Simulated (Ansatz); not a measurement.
The structure below was relaxed with Ansatz (a first-principles code) r2SCAN, spin-orbit coupling left out.

```
CdSnTe2
1.0
    2.21147     1.27679     7.12328
   -2.21147     1.27679     7.12328
    0.00000    -2.55358     7.12328
Te Sn Cd
2 1 1
Direct
  0.75418   0.75418   0.75418
  0.24582   0.24582   0.24582
  0.00000   0.00000   0.00000
  0.50000   0.50000   0.50000
```

Find the space group and the Wyckoff positions.

Space group R-3m, hexagonal axes (No. 166); a = 4.4229 Å, b = 4.4229 Å, c = 21.3698 Å, α = 90.00°, β = 90.00°, γ = 120.00°

```
atom  site  symmetry       x       y       z
----  ----  --------  ------  ------  ------
Te      6c        3m  0.0000  0.0000  0.2458
Sn      3a       -3m  0.0000  0.0000  0.0000
Cd      3b       -3m  0.0000  0.0000  0.5000
```

Describe the coordination.

The crystal has 12 atoms in its conventional cell. Lattice parameters: a = b = 4.4229 Å, c = 21.3698 Å, α = β = 90.00°, γ = 120.00°. Te is coordinated by 3 Cd at 3.063 Å and 3 Sn at 3.165 Å (octahedral). Sn is surrounded by 6 Te at 3.165 Å (octahedral). Cd is coordinated by 6 Te at 3.063 Å (octahedral). (Neighbours: up to the widest gap in distance over summed covalent radii, below 1.35, at either atom; cation-cation and far metal-metal contacts left out.)

Each cell is one ordered arrangement of few atoms, which overstates ordering effects compared with a random alloy. Stability against distortions was not tested. The final runs are not spin-polarised. The cell was made from SnTe by this change: x(Cd) = 0.5, 4 atoms, R-3m.
